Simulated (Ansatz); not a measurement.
```xyz
5
Lattice="5.2899 0.0000 0.0000 0.0000 5.2899 0.0000 0.0000 0.0000 5.2899" Properties=species:S:1:pos:R:3 pbc="T T T"
Ba     0.0000     2.6450     2.6450
Ba     2.6450     0.0000     2.6450
Ba     2.6450     2.6450     0.0000
Si     0.0000     0.0000     0.0000
O      2.6450     2.6450     2.6450
```

The cell is a database entry relaxed within its symmetry; it need not be the phase found at ambient conditions. At this level the gap is small or closed, and a narrow smearing was used.

Problem. This cell was relaxed within its symmetry with Ansatz (a program for electronic structure), PBEsol functional, plane-wave PAW. Can a quasi-harmonic thermal-expansion study be run on it?

Solution. No: one of the study's cells has modes far below zero and is most likely at no minimum at this level, though too few k-points were not ruled out (phonon / k mesh 3×3×3 / 6×6×6, smearing 0.03 eV). The program stopped with this message:

```
vibrations stand at or below zero in cell 4 (1.444 modes a cell, the lowest at -33.4 cm⁻¹): the crystal is at no minimum there, or its k-points are too few: type the crystal that it becomes, another pressure, or a denser kpoints.mp_grid, in a new run
```

Keys are those of Ansatz 0.2.
